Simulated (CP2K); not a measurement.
Input and output of a self-consistent single point for W (Im-3m, 1 atom in the cell) (CP2K).

Level of theory: CP2K with PBEsol, GPW, DZVP-MOLOPT-SR-GTH basis, GTH-PBE potentials (GTH_POTENTIALS).

```yaml
crystal:
  lattice:
    - [2.67753, 0.00000, 0.00000]
    - [-0.89251, 2.52440, 0.00000]
    - [-0.89251, -1.26220, 2.18619]
  atoms:
    - { symbol: W, position: [0.00000, 0.00000, 0.00000] }
```

Reference input (self-consistent single point, DFT PBE, GPW, DZVP-MOLOPT-SR-GTH basis, GTH-PBE potentials (GTH_POTENTIALS)): CUTOFF = 500 Ry; REL_CUTOFF = 50 Ry; SMEAR/METHOD = FERMI_DIRAC; ELECTRONIC_TEMPERATURE = 1160.45 K; KPOINTS/SCHEME = MONKHORST-PACK 12 12 12; GAMMA_CENTERED = T; XC_FUNCTIONAL = PBE; W/BASIS_SET = DZVP-MOLOPT-SR-GTH; W/POTENTIAL = GTH-PBE-q14; METHOD = GPW; EPS_DEFAULT = 1e-10; NGRIDS = 5. This run's input differs from it in these lines:

```diff
@@ -44,3 +44,6 @@
     &XC
-      &XC_FUNCTIONAL PBE
+      &XC_FUNCTIONAL
+        &PBE
+          PARAMETRIZATION PBESOL
+        &END PBE
       &END XC_FUNCTIONAL
```

The program printed (abridged):

```
 SCF WAVEFUNCTION OPTIMIZATION

  Step     Update method      Time    Convergence         Total energy    Change
     1 NoMix/Diag. 0.20E+00      -     0.67266107       -68.8241287992 -6.88E+01
     2 Broy./Diag. 0.20E+00      -     0.03144325       -68.8453929009 -2.13E-02
     3 Broy./Diag. 0.20E+00      -     0.16241394       -68.4197195868  4.26E-01
     4 Broy./Diag. 0.20E+00      -     0.00380431       -68.1640279884  2.56E-01
     5 Broy./Diag. 0.20E+00      -     0.00260500       -68.1699245085 -5.90E-03
     6 Broy./Diag. 0.20E+00      -     0.00017304       -68.1713746601 -1.45E-03
     7 Broy./Diag. 0.20E+00      -     0.00012847       -68.1726015643 -1.23E-03
     8 Broy./Diag. 0.20E+00      -     0.00000527       -68.1726639350 -6.24E-05
     9 Broy./Diag. 0.20E+00      -     0.00001392       -68.1726648619 -9.27E-07
    10 Broy./Diag. 0.20E+00      -     0.00000046       -68.1726588186  6.04E-06
  *** SCF run converged in    10 steps ***

  Overlap energy of the core charge distribution:               0.00000000536124
  Self energy of the core charge distribution:               -102.38996145866689
  Core Hamiltonian energy:                                     22.25022742948180
  Hartree energy:                                              19.66172882576710
  Exchange-correlation energy:                                 -7.69402807659687
  Electronic entropic energy:                                  -0.00062554386503
  Fermi energy:                                                 0.63896200993462

  Total energy:                                               -68.17265881857567
  Total energy (extrapolated to T->0):                        -68.17234604664316

   [... lines left out ...]

 STRESS| Analytical stress tensor [bar]
 STRESS|                        x                   y                   z
 STRESS|      x        2.12881567827E+05   2.73256173901E-01   4.18295721614E-01
 STRESS|      y        2.73256173901E-01   2.12882371449E+05  -3.84060456644E-02
 STRESS|      z        4.18295721614E-01  -3.84060456644E-02   2.12881970178E+05
 STRESS| 1/3 Trace                                             2.12881969818E+05
```

The run converged in 10 iterations. Against the reference run the pressure goes from 28.91 to 21.29 GPa.

The starting cell has typed, rounded lattice constants, without a prior relaxation at this level. Its lattice was rescaled by a random factor within 2.5 % of one. Spin polarisation is off. Values carry the incompleteness of an atom-centred basis. The potentials were made for another functional than the one used. With a pressure of about 21 GPa the cell is away from its equilibrium volume at this level.

Cost on one core of a shared machine: roughly 3 min.
